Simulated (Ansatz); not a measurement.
Data:

```xyz
2
Lattice="0.0000 2.7789 2.7789 2.9220 0.0000 2.7789 2.9220 2.7789 0.0000" Properties=species:S:1:pos:R:3 pbc="T T T"
Se     4.3830     4.1684     4.1684
Zn     0.0000     0.0000     0.0000
```

No spin polarisation.

Method: PBEsol (Ansatz, a quantum-chemistry and plane-wave program), spin-orbit coupling left out. k-mesh 10×10×10 (Γ-centred); smearing 0.05 eV (Fermi–Dirac).

Q: Estimate the space group.

A: I-4m2 (No. 119).

Q: What is the computed band gap?

A: 1.12 eV.

Q: What electron mass does the calculation give?

A: 0.093 mₑ along x, 0.087 mₑ across (at Γ).

Q: Estimate the gap character.

A: Direct at Γ.

Load acts through the strain it causes; cell and atoms are relaxed under it. Masses are band curvatures over ±0.01 Å⁻¹ around the edge. Stability under load was not tested beyond the relaxation. The cell was made from ZnSe in the zinc blende structure (space group F-43m, No. 216) by this change: uniaxial stress, 2 GPa tension along x.
